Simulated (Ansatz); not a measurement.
The starting structures come from a database of crystals and need not be the phases stable at ambient conditions.

Inside the gap of an insulator the Bloch states are evanescent, with a wavenumber k + iκ along the transport direction.

Consider the following.

```
K2TiCl6
1.0
    6.93603     0.00000     0.00000
    0.00000     9.80903     0.00000
    3.46802     4.90451     3.46802
K Ti Cl
2 1 6
Direct
  0.50000   0.25000   0.00000
  0.50000   0.75000   0.00000
  0.00000   0.00000   0.00000
  0.47836   0.23918   0.52164
  0.52164   0.76082   0.47836
  0.00000   0.76082   0.47836
  0.00000   0.23918   0.52164
  0.00000   0.23918   0.00000
  0.00000   0.76082   0.00000
```

Space group of this cell: Fm-3m. The cell is taken as given.

Transport runs along the normal of the first two printed cell vectors, the (110) plane of the conventional cell.

The gap is the functional's own. No spin-orbit coupling. Mid-gap values are interpolated on the energy grid.

Problem. Compute, with r2SCAN (Ansatz, a quantum-chemistry and plane-wave program), the band gap and the smallest decay constant κ at mid-gap.

Solution. Gap 2.38 eV on a 10×10×10 mesh; κ = 0.314 1/Å, at the zone centre.
